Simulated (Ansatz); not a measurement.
Consider Na2Te in the anti-fluorite structure (space group Fm-3m, No. 225; a = 7.246 Å).

Level of theory: plane-wave PAW DFT at the PBEsol level (Ansatz, an electronic-structure program, 420 eV), spin-orbit coupling left out.

Strains are applied to the cell and any free atomic positions relax.

One change was made to it. Results:

The band gap grows by 0.04 eV (2.02 eV → 2.06 eV); the pressure increases by 3.1 kbar (0.1 kbar → 3.2 kbar); the electron mass is still 0.21 mₑ (at Γ); the hole mass (degenerate bands, along [100]) changes from 0.28, 1.6, 1.6 mₑ (at Γ) to 0.28, 1.5, 1.5 mₑ (at Γ).

Q: Which of these changes matches the shifts?
A. isotropic strain +2.00 %
B. isotropic strain −0.50 %
C. isotropic strain −1.00 %
D. isotropic strain +1.50 %
E. isotropic strain +3.00 %

A: B, isotropic strain −0.50 %. For comparison, the pressure in the other runs: isotropic strain +2.00 % gives -10.5 kbar; isotropic strain +3.00 % gives -14.8 kbar; isotropic strain +1.50 % gives -8.1 kbar; isotropic strain −1.00 % gives 6.6 kbar.

Spin-orbit coupling, missing from the scalar runs, can matter with Te. Effective masses come from finite differences of ±0.01 Å⁻¹. Stability against distortions was not tested.
